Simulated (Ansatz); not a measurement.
This Ansatz (an electronic-structure program) input is the reference run, PbS in the rock salt structure (space group Fm-3m, No. 225), computed with DFT with PBEsol, PAW potentials and a 420 eV plane-wave cutoff in Ansatz, scalar-relativistic without spin-orbit coupling:

Ansatz 0.2 input:
```yaml
crystal:
  lattice:
    - [0, 2.9513405782, 2.9513405782]
    - [2.9513405782, 0, 2.9513405782]
    - [2.9513405782, 2.9513405782, 0]
  atoms:
    - { symbol: Pb, position: [0, 0, 0] }
    - { symbol: S, position: [0.5, 0.5, 0.5] }
basis: { ecutwfc: 420, ecutrho_ratio: 4, xc_grid: 2, fft_grid_basis: typed }
kpoints: { mp_grid: { grid: [10, 10, 10] } }
hamiltonian:
  xc: pbesol
  dispersion: none
  pseudopotentials: { kind: paw }
scf: { occupations: { method: fermi_dirac, width: 0.05 }, convergence: { dr2_threshold: 0.0000000002 } }
output: { forces: true, stress: true }
checkpoint: { write: state.ck, write_every: 1000 }
```

Problem. Write the input for this change: compressive biaxial strain of 1.00 % in the plane normal to [001], as in epitaxy on a mismatched substrate; the out-of-plane cell vector and the atoms relax.

Solution. 
Ansatz 0.2 input:
```yaml
crystal:
  lattice:
    - [4.1320876141, 0, 0]
    - [0, 4.1320876141, 0]
    - [2.0660438071, -2.0660438071, 2.9660972811]
  atoms:
    - { symbol: Pb, position: [0, 0, 0] }
    - { symbol: S, position: [0.5, 0.5, 0] }
basis: { ecutwfc: 420, ecutrho_ratio: 4, xc_grid: 2, fft_grid_basis: typed }
kpoints: { mp_grid: { grid: [10, 10, 10] } }
hamiltonian:
  xc: pbesol
  dispersion: none
  pseudopotentials: { kind: paw }
scf: { occupations: { method: fermi_dirac, width: 0.05 } }
relax: { f_tol: 0.005, max_steps: 50, cell: { stress_tol: 0.01, fix: [a, b, gamma] } }
output: { forces: true, stress: true }
checkpoint: { write: state.ck, write_every: 1000 }
```
This is the input that was run; other choices of cell and start would serve too.

Stability against distortions was not tested.
